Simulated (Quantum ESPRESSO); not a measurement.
Input and output of a self-consistent single point for Co3Si (P6_3/mmc, 8 atoms in the cell) (Quantum ESPRESSO).

Method of the run: LDA (PZ), PSlibrary PAW (LDA) pseudopotentials (plane waves; Quantum ESPRESSO).

```
CELL_PARAMETERS angstrom
      5.06406     0.00000     0.00000
     -2.53203     4.38560     0.00000
      0.00000     0.00000     4.04271
ATOMIC_POSITIONS crystal
  Co 0.16748 0.33495 0.75000
  Co 0.83252 0.66505 0.25000
  Co 0.83252 0.16748 0.25000
  Co 0.16748 0.83252 0.75000
  Co 0.66505 0.83252 0.75000
  Co 0.33495 0.16748 0.25000
  Si 0.66667 0.33333 0.75000
  Si 0.33333 0.66667 0.25000
```

Reference input (self-consistent single point, DFT, PBEsol, plane waves, PSlibrary PAW (PBE) pseudopotentials): ecutwfc = 50 Ry; ecutrho = 300 Ry; occupations = smearing; smearing = gauss; degauss = 0.0036749 Ry; input_dft = pbesol; potentials = {Co: Co.pbe-n-kjpaw_psl.1.0.0.UPF, Si: Si.pbe-n-kjpaw_psl.1.0.0.UPF}; K_POINTS = automatic 5 5 6 0 0 0; conv_thr = 1e-10 Ry; mixing_beta = 0.7. This run's input differs from it in these lines:

```diff
@@ -12,4 +12,4 @@
   ntyp = 2
-  ecutwfc = 50
-  ecutrho = 300
+  ecutwfc = 55
+  ecutrho = 330
   occupations = 'smearing'
@@ -17,3 +17,2 @@
   degauss = 0.0036749
-  input_dft = 'pbesol'
 /
@@ -24,4 +23,4 @@
 ATOMIC_SPECIES
-Co    58.9332  Co.pbe-n-kjpaw_psl.1.0.0.UPF
-Si    28.0850  Si.pbe-n-kjpaw_psl.1.0.0.UPF
+Co    58.9332  Co.pz-n-kjpaw_psl.1.0.0.UPF
+Si    28.0850  Si.pz-n-kjpaw_psl.1.0.0.UPF
 CELL_PARAMETERS {angstrom}
```

Log, with long lists cut:

```
     Self-consistent Calculation

     iteration #  1     ecut=    55.00 Ry     beta= 0.70

---- Real-time Memory Report at c_bands before calling an iterative solver
           247 MiB given to the printing process from OS
           102 MiB allocation reported by mallinfo(arena+hblkhd)
------------------

     Threshold (ethr) on eigenvalues was too large:
     Diagonalizing with lowered threshold

---- Real-time Memory Report at c_bands before calling an iterative solver
           308 MiB given to the printing process from OS
           117 MiB allocation reported by mallinfo(arena+hblkhd)
------------------

   [... lines left out ...]

---- Real-time Memory Report at c_bands before calling an iterative solver
           319 MiB given to the printing process from OS
           128 MiB allocation reported by mallinfo(arena+hblkhd)
------------------

     total energy              =   -1033.63595634 Ry
     estimated scf accuracy    <          2.0E-09 Ry

     iteration # 18     ecut=    55.00 Ry     beta= 0.70

---- Real-time Memory Report at c_bands before calling an iterative solver
           319 MiB given to the printing process from OS
           128 MiB allocation reported by mallinfo(arena+hblkhd)
------------------
     End of self-consistent calculation

     the Fermi energy is    13.0437 ev

!    total energy              =   -1033.63595634 Ry
     estimated scf accuracy    <          9.4E-11 Ry
     smearing contrib. (-TS)   =      -0.00103103 Ry
     internal energy E=F+TS    =   -1033.63492531 Ry

      -> PAW hartree energy AE =     376.70228376 Ry
      -> PAW hartree energy PS =    -375.68655830 Ry
      -> PAW xc energy AE      =    -765.32729100 Ry
      -> PAW xc energy PS      =     203.39366875 Ry
      -> total E_H with PAW    =      95.65128865 Ry
      -> total E_XC with PAW   =    -766.92041879 Ry

     convergence has been achieved in  18 iterations

     Forces acting on atoms (cartesian axes, Ry/au):

     atom    1 type  1   force =     0.00000000   -0.00860295   -0.00000000
   [... lines left out ...]

     Total force =     0.021073     Total SCF correction =     0.000026

          total   stress  (Ry/bohr**3)                   (kbar)     P=     -286.80
  -0.00191535  -0.00000000   0.00000000         -281.76       -0.00        0.00
  -0.00000000  -0.00191535  -0.00000000           -0.00     -281.76       -0.00
  -0.00000000   0.00000000  -0.00201808           -0.00        0.00     -296.87

   JOB DONE.
```

The run converged in 18 iterations. Against the reference run the pressure goes from -23.38 to -28.68 GPa and the largest force goes from 0.199 to 0.221 eV/Å.

The starting cell comes from a database of computed structures (which also holds hypothetical and non-ambient phases and stackings), without a prior relaxation at this level. Its lattice was rescaled by a random factor within 2.5 % of one. Spin polarisation is off. With a pressure of about -29 GPa the cell is away from its equilibrium volume at this level.

Cost on one core of a shared machine: roughly 4 min.
